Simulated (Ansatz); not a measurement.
Worked example: self-consistent single point of CrO₂ (P4_2/mnm, 6 atoms in the cell) in Ansatz (a first-principles code).

Method of the run: PBE+U, PAW files (plane waves; Ansatz).

```xyz
6
Lattice="4.4233 0.0000 0.0000 0.0000 4.4233 0.0000 0.0000 0.0000 2.9232" Properties=species:S:1:pos:R:3 pbc="T T T"
Cr     0.0000     0.0000     1.4616
Cr     2.2116     2.2116     0.0000
O      0.8725     0.8725     0.0000
O      3.5508     3.5508     0.0000
O      1.3391     3.0842     1.4616
O      3.0842     1.3391     1.4616
```
Moments meant for the start (each program seeds them in its own way; μB, in the order of the atoms Cr Cr O O O O): 3.0 3.0 0.0 0.0 0.0 0.0.

Reference input (self-consistent single point, DFT, PBE+U, plane waves, PAW files): basis.ecutwfc = 30.9 Ry; kpoints.mp_grid.grid = 6 6 9; hamiltonian.xc = pbe; hamiltonian.pseudopotentials = {kind: paw} (the program's default PAW files); hamiltonian.hubbard.sites = [{species: Cr, l: d, u_eff: 3.7}] eV; hamiltonian.hubbard.projectors = ortho-atomic; magnetization.spin_polarized = true; scf.occupations.method = cold; scf.occupations.width = 0.0147 Ry. This run's input differs from it in these lines:

```diff
@@ -22,3 +22,3 @@
     sites:
-      - { species: Cr, l: d, u_eff: 3.7 }
+      - { species: Cr, l: d, u_eff: 3.0 }
     projectors: ortho-atomic
```

Log, with long lists cut:

```
SCF iter   1: F=—  HF=-9020.515189 eV  |F-HF|=—  |Δ(HF+E_count)|=         —  Δρ=6.67e-2 (↑5.37e-2 ↓6.67e-2)  dr2=5.40e0  dr2_m=6.16e-1  M=4.000 μB ∫|m|=5.580 μB  β_m=0.30  ethr=3.10e-3  ⟨swp⟩=4.6  Hψ=11015  notcnv=0
all-band conjugate gradients solve this SCF's bands
preconditioner: auto → Kerker (q_TF=auto, 2.685 Å⁻¹)
spin=Collinear: Kerker preconditioning applied to the charge; magnetization (m = ρ↑ − ρ↓) channel mixes plain (no charge-response kernel on spin).
   [... lines left out ...]
SCF iter  23: F=—  HF=-9021.788793 eV  |F-HF|=—  |Δ(HF+E_count)|=   2.69e-6  S|Δr|=    0.00e0  Δρ=4.12e-5 (↑4.12e-5 ↓2.94e-5)  dr2=3.71e-7  dr2_m=4.15e-7  M=4.000 μB ∫|m|=5.798 μB  β_m=0.87  ethr=8.37e-9  ⟨swp⟩=2.0  Hψ=6025  notcnv=0  defer=49
SCF iter  24: F=-9021.788794 eV  HF=-9021.788794 eV  |F-HF|=1.00e-9  |Δ(HF+E_count)|=   1.69e-6  S|Δr|=    0.00e0  Δρ=8.55e-6 (↑8.55e-6 ↓3.65e-6)  dr2=2.23e-8  dr2_m=1.58e-8  M=4.000 μB ∫|m|=5.796 μB  ethr=1.92e-10  ⟨swp⟩=6.9  Hψ=14522  notcnv=0
SCF 1 converged in 24 iterations: F = -9021.788794 eV  dr2 = 2.23e-8
the last iteration of the SCF fills more bands at one k-point than at another: 27 at σ=↑ k=2 and 29 at σ=↑ k=0 …
Stability not checked (fill_not_monotonic)
Magnetization: 4.0000 μB (28.0000 up, 24.0000 down)
Absolute magnetization: 5.7962 μB (∫|ρ↑−ρ↓|, with the PAW one-centre terms)
Spin contamination: 0.4253 ħ² per cell (⟨S²⟩ above its minimum at these occupations)
   [... lines left out ...]
Free energy (F): -9021.788794 eV
Fermi energy:    10.324741 eV
   [... lines left out ...]
--- Stress (GPa, compression-positive) ---
        6.790015       0.000000       0.000000
        0.000000       6.790015       0.000000
        0.000000       0.000000       9.257164
  P = ⅓ Tr σ = 7.6124 GPa (76.124 kbar)
  The stress holds the Pulay correction. Without it, at fixed plane waves, as pw.x and ABINIT print it: P = 7.0892 GPa
Occupation matrices written to occupation_matrices
```

The run converged in 24 iterations. 

The starting cell comes from a database of computed structures (which also holds hypothetical and non-ambient phases and stackings), without a prior relaxation at this level. Its lattice was rescaled by a random factor within 2.5 % of one. The magnetic order is the one reached from the typed start; others were not searched systematically. With U or open f shells several self-consistent states can exist. With a pressure of about 8 GPa the cell is away from its equilibrium volume at this level. Ansatz's pressure includes its estimate of the finite-basis (Pulay) stress. Without the estimate this run gives 7.09 GPa.

These are the values that this program gave, and no reference: magnets with a U can end in a higher state.

Keys are those of Ansatz 0.2.
